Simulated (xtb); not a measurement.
xtb 6.7.1, GFN1-xTB: Ta(NMe)(OH)(OMe)2 (C[N]=[Ta]([OH])([O]C)[O]C), 18 atoms. The geometry is a generated start, not checked to be a minimum at this level.

```yaml
run_flags: --grad
method: GFN1-xTB
"--acc": 1 (default)
"--etemp (K)": 300 (default)
basis_functions: 58
valence_electrons: 50
```

```xyz
18

Ta     0.2196     0.3215     0.6959
N     -1.3898    -0.1962     0.1013
C     -2.6689    -0.5681    -0.3733
H     -2.5864    -1.3430    -1.1460
H     -3.2837    -0.9631     0.4437
H     -3.1902     0.2943    -0.8059
O     -0.0546     1.0386     2.4686
H      0.6544     1.4101     3.0013
O      1.3918    -1.1519     0.7752
C      1.5634    -2.5119     0.5587
H      1.5995    -2.7218    -0.5183
H      2.5046    -2.8474     1.0129
H      0.7331    -3.0782     1.0010
O      0.9845     1.6394    -0.3940
C      0.8979     2.4938    -1.4828
H      0.2694     3.3596    -1.2362
H      1.8978     2.8515    -1.7592
H      0.4576     1.9727    -2.3429
```

Charge 0 and multiplicity 1 are set for this test and not shown to be the ground state.

One run each on 1 thread. Values of broydamp tried: 0.02, 0.05, 0.1, 0.2, 0.4 (default), 0.6, 0.8, 1.

### Question
Which value of broydamp needs the fewest SCC iterations, and what happens away from it?

### Answer
Fewest SCC iterations, within one of each other: 0.2 with 12, 0.4 (default) with 11. The count rises to 21 at 0.02. All converge to one solution.

| broydamp | SCC iterations | end |
|---|---|---|
| 0.02 | 21 | same solution |
| 0.05 | 18 | same solution |
| 0.1 | 16 | same solution |
| 0.2 | 12 | same solution |
| 0.4 (default) | 11 | same solution |
| 0.6 | 13 | same solution |
| 0.8 | 13 | same solution |
| 1 | 14 | same solution |
